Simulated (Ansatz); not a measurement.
For GaAs (P4/mmm, No. 123, 2 atoms in the cell; start mp-1059094; a measured phase of this formula has another space group), LDA in Ansatz (plane waves, PAW) gives:

```
Quantity                   Result
-------------------  ------------
lattice parameter a       2.642 Å
c axis length             5.344 Å
cohesive energy      3.66 eV/atom
```

What does r²SCAN+rVV10 in Ansatz (PAW) give for the same quantities?


- lattice constant a: 2.668 Å (rises by 1.0 %)
- lattice parameter c: 5.409 Å (goes up by 1.2 %)
- cohesive energy: 2.96 eV/atom (decreases by 0.70 eV/atom)

Changes are worked out from the printed values.

Unless a cell is named, each level is at its own relaxed cell (LDA 18.65, r²SCAN+rVV10 19.26 Å³/atom).

Caveats: the relaxation could not lower the start's symmetry, so the cell can be a saddle point above a distorted one (LDA, r²SCAN+rVV10). Ansatz's density-functional and Hartree–Fock values are scalar-relativistic unless marked +SOC, with PAW data made under PBE.

A start named mp-… is a Materials Project structure, which need not be a measured phase.

Ansatz is an electronic-structure program.
